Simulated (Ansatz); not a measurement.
Relaxation of the outer planes of the (111) surface of litharge SnO in its 1x1 cell (cut with top plane Sn, bottom plane Sn), relaxed from an ideal cut (the real face may reconstruct), outermost plane spacing 1.15 Å in the ideal cut (one of several cuts of this face), with 2 Sn a cell over the bulk's ratio, from a spin-polarised start.

Method: PBE with D3(BJ) dispersion (plane waves to 420 eV, PAW; Ansatz, a quantum-chemistry and plane-wave program).

Set-up: 18 atoms, O8Sn10, 10.6 Å thick at the start; mesh 5x5x1; 0.025 eV smearing; dipole correction on; all atoms relaxed; start symmetry kept, larger cells not searched; spin-polarised from one start with parallel moments (other orders not tried), no spin-orbit, no U. The slab shows no gap over 0.04 eV on its mesh. The starting moment vanished.

```json
[
 {"plane": "1", "atoms": "Sn", "bulk spacing to the next (Å)": "1.148", "relaxed spacing (Å)": "1.141", "change (%)": "-0.7", "rumpling (Å)": "0.00"},
 {"plane": "2", "atoms": "Sn", "bulk spacing to the next (Å)": "0.604", "relaxed spacing (Å)": "0.553", "change (%)": "-8.4", "rumpling (Å)": "0.00"}
]
```
